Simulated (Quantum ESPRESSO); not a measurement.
Habitual settings against a tight run: Sr2SeS (R-3m, 4 atoms in the cell)

Self-consistent single point.

```
CELL_PARAMETERS angstrom
      2.19014    -1.26448     7.16134
      0.00000     2.52895     7.16134
     -2.19014    -1.26448     7.16134
ATOMIC_POSITIONS crystal
  Sr 0.24718 0.24718 0.24718
  Sr 0.75282 0.75282 0.75282
  Se 0.00000 0.00000 0.00000
  S  0.50000 0.50000 0.50000
```

Computed with LDA (PZ), GBRV 1.5 ultrasoft (LDA) pseudopotentials (plane waves; Quantum ESPRESSO).

Base settings: ecutwfc = 40 Ry; ecutrho = 200 Ry; occupations = smearing; smearing = gauss; degauss = 0.0036749 Ry; potentials = {Sr: sr_lda_v1.uspp.F.UPF, Se: se_lda_v1.uspp.F.UPF, S: s_lda_v1.4.uspp.F.UPF}; K_POINTS = automatic 6 6 6 0 0 0; conv_thr = 1e-11 Ry.

Tight run (finer mesh or higher cutoff; not a proven limit): ecutwfc: 40 Ry → 56 Ry; ecutrho: 200 Ry → 280 Ry; conv_thr: 1e-11 Ry → 7.3e-11 Ry; K_POINTS: automatic 6 6 6 0 0 0 → automatic 9 9 9 0 0 0. It gave top of the valence band (on the code's own zero) 5.33 eV; gap on the k-point mesh 2.18 eV; pressure -4.03 GPa; largest force (vector length) 0.014 eV/Å.

Quick runs, as changes from the base:
- A: the base itself
- B: ecutwfc: 40 Ry → 20 Ry; ecutrho: 200 Ry → 160 Ry; smearing: gauss → fd; degauss: 0.0036749 Ry → 0.0099958 Ry; pseudopotentials: {Sr: sr_lda_v1.uspp.F.UPF, Se: se_lda_v1.uspp.F.UPF, S: s_lda_v1.4.uspp.F.UPF} → {Sr: Sr_pbe_v1.uspp.F.UPF, Se: Se_pbe_v1.uspp.F.UPF, S: s_pbe_v1.4.uspp.F.UPF}; K_POINTS: automatic 6 6 6 0 0 0 → automatic 8 8 8 0 0 0; input_dft: default → pbesol [PBEsol]
- C: ecutwfc: 40 Ry → 24 Ry; ecutrho: 200 Ry → 192 Ry; smearing: gauss → cold; degauss: 0.0036749 Ry → 0.0099958 Ry; conv_thr: 1e-11 Ry → 7.3e-06 Ry; pseudopotentials: {Sr: sr_lda_v1.uspp.F.UPF, Se: se_lda_v1.uspp.F.UPF, S: s_lda_v1.4.uspp.F.UPF} → {Sr: Sr_pbe_v1.uspp.F.UPF, Se: Se_pbe_v1.uspp.F.UPF, S: s_pbe_v1.4.uspp.F.UPF}; input_dft: default → pbesol [PBEsol]
- D: ecutwfc: 40 Ry → 28 Ry; ecutrho: 200 Ry → 140 Ry; K_POINTS: automatic 6 6 6 0 0 0 → automatic 4 4 4 1 1 1
- E: ecutwfc: 40 Ry → 32 Ry; ecutrho: 200 Ry → 256 Ry; conv_thr: 1e-11 Ry → 7.3e-06 Ry; pseudopotentials: {Sr: sr_lda_v1.uspp.F.UPF, Se: se_lda_v1.uspp.F.UPF, S: s_lda_v1.4.uspp.F.UPF} → {Sr: Sr_pbe_v1.uspp.F.UPF, Se: Se_pbe_v1.uspp.F.UPF, S: s_pbe_v1.4.uspp.F.UPF}; K_POINTS: automatic 6 6 6 0 0 0 → automatic 2 2 2 0 0 0; input_dft: default → pbesol [PBEsol]
- F: degauss: 0.0036749 Ry → 0.0099958 Ry; K_POINTS: automatic 6 6 6 0 0 0 → automatic 4 4 4 0 0 0

Dashes: energy of B, C, E, another energy zero.

Gaps are read on each run's own mesh, which may miss the band edges.

† marks runs with another functional, U, potentials or spin treatment: their distance from the tight run is not a convergence error alone.

The count of work is k-points × plane waves × bands × iterations; it is no time. Core times come from one kind of shared machine and are given to one figure; runs under 30 s give none.

The starting cell comes from a database of computed structures (which also holds hypothetical and non-ambient phases and stackings), without a prior relaxation at this level. Its lattice was rescaled by a random factor within 2.5 % of one. In the base run, with a pressure of about -4 GPa the cell is away from its equilibrium volume at this level.

```tsv
run	energy less tight (meV/atom)	pressure less tight (GPa)	largest miss in a force vector (eV/Å)	gap on the mesh less tight (eV)	count of work / tight	core time / tight (rough)
A	0.9	-0.02	0.000	-0.038	0.25	0.2
B†	–	0.23	0.004	0.033	0.15	0.2
C†	–	1.40	0.010	0.022	0.053	0.08
D	7.3	-0.01	0.003	0.118	0.045	0.06
E†	–	2.29	0.016	-0.060	0.012	0.06
F	3.1	0.01	0.004	-0.043	0.10	0.1
```

The base run finds a smaller gap than the tight one, whose mesh may miss a band edge.

Among the runs at the tight run's level, the energy misses run from 0.9 to 7.3 meV/atom.
